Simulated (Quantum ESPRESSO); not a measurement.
**Convergence series on SiO2 (Ia-3, 24 atoms in the cell)**

```
SiO2
1.0
   -4.19608     4.19608     4.19608
    4.19608    -4.19608     4.19608
    4.19608     4.19608    -4.19608
Si O
8 16
Cartesian
  1.18539   5.38147  -1.18539
 -1.18539   3.01069   1.18539
  3.01069   3.01069   3.01069
  1.18539   1.18539   1.18539
  5.38147  -1.18539   1.18539
  3.01069   1.18539  -1.18539
 -1.18539   1.18539   5.38147
  1.18539  -1.18539   3.01069
  4.19608   2.09804   3.61056
  0.00000   2.09804   0.58552
  0.00000   2.09804   4.78160
  4.19608   2.09804  -0.58552
  3.61056   4.19608   2.09804
  0.58552   0.00000   2.09804
  4.78160   0.00000   2.09804
 -0.58552   4.19608   2.09804
  2.09804   3.61056   4.19608
  2.09804   0.58552   0.00000
  2.09804   4.78160   0.00000
  2.09804  -0.58552   4.19608
 -2.09804   2.09804   2.09804
  2.09804   2.09804   2.09804
  2.09804   2.09804  -2.09804
  2.09804  -2.09804   2.09804
```

Method: LDA (PZ), GBRV 1.5 ultrasoft (LDA) pseudopotentials (plane waves; Quantum ESPRESSO).

The starting cell comes from a database of computed structures (which also holds hypothetical and non-ambient phases and stackings), without a prior relaxation at this level. Its lattice was rescaled by a random factor within 2.5 % of one.

Held fixed: ecutwfc = 40 Ry; occupations = smearing; smearing = gaussian; degauss = 0.0036749 Ry; potentials = {Si: si_lda_v1.uspp.F.UPF, O: o_lda_v1.2.uspp.F.UPF}; K_POINTS = automatic 5 5 5 0 0 0; conv_thr = 1e-08 Ry; mixing_beta = 0.4.

ΔF is the free energy per atom less that of the last row (640 Ry).

The series runs over ecutrho = 80 Ry; 120 Ry; 160 Ry; 200 Ry; 240 Ry; 320 Ry; 400 Ry; 480 Ry; 640 Ry.

Q: From which setting on does the energy stay within 5 meV/atom of the last one?

A: From ecutrho = 120 Ry on; the one before it is off by 8.6 meV/atom.

Q: From which setting on does the largest force stay within 0.005 eV/Å of the last one?

A: From ecutrho = 120 Ry on; the one before it is off by 0.012 eV/Å. The value it settles on is 0.210 eV/Å at this level of theory and with the other settings as held.

| ecutrho | ΔF (meV/atom) | pressure (GPa) | largest force (eV/Å) | gap on the mesh (eV) |
|---|---|---|---|---|
| 80 Ry | -8.6 | 2.94 | 0.222 | 5.872 |
| 120 Ry | -0.31 | 2.39 | 0.209 | 5.873 |
| 160 Ry | 0.08 | 2.38 | 0.210 | 5.873 |
| 200 Ry | 0.06 | 2.38 | 0.210 | 5.873 |
| 240 Ry | 0.02 | 2.38 | 0.210 | 5.873 |
| 320 Ry | 0.00 | 2.38 | 0.210 | 5.873 |
| 400 Ry | 0.00 | 2.38 | 0.210 | 5.873 |
| 480 Ry | -0.01 | 2.38 | 0.210 | 5.873 |
| 640 Ry | 0.00 | 2.38 | 0.210 | 5.873 |

The gap is read on the k-point mesh of the run and can differ from the gap over the whole zone at this level.
